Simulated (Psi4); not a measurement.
Psi4 1.11, MP2/def2-svp, freeze_core True: Mg(F)(SH)(tmeda) (C[N]1(C)CC[N](C)(C)->[Mg]<-1([F])[SH]), 28 atoms. The geometry is a generated start, not checked to be a minimum at this level.

```json
{
  "task": "energy",
  "method": "mp2",
  "basis": "def2-svp",
  "freeze_core": "true",
  "scf_type": "df (default)",
  "guess": "auto, which took SAD (default)",
  "diis_max_vecs": "10 (default)",
  "scf_initial_accelerator": "adiis (default)",
  "e_convergence": "1e-08 (default)",
  "d_convergence": "1e-08 (default)",
  "basis_functions": "247"
}
```

On 4 threads. Build: conda-forge: OpenMP (LLVM), MKL, Libint2. Single runs; times are not shown.

Values of memory tried: 8 GB, 4 GB, 2 GB, 1 GB, 0.5 GB, 0.3 GB.

**Question.** Which of these memory settings still run, and by which path?

**Answer.** It runs down to 0.3 GB, the lowest tried, with the same result. At 8 GB: SCF: fitted integrals in core. From 0.3 GB down: SCF: fitted integrals on disk.

```csv
memory,path,peak memory
8 GB,SCF: fitted integrals in core,0.98 GiB
4 GB,SCF: fitted integrals in core,0.98 GiB
2 GB,SCF: fitted integrals in core,0.98 GiB
1 GB,SCF: fitted integrals in core,0.92 GiB
0.5 GB,SCF: fitted integrals in core,0.66 GiB
0.3 GB,SCF: fitted integrals on disk,0.49 GiB
```

Peak memory is the kernel's count for the largest process, libraries included and scratch files not. The peak passes the setting at 0.5 GB, 0.3 GB: it is no hard cap.
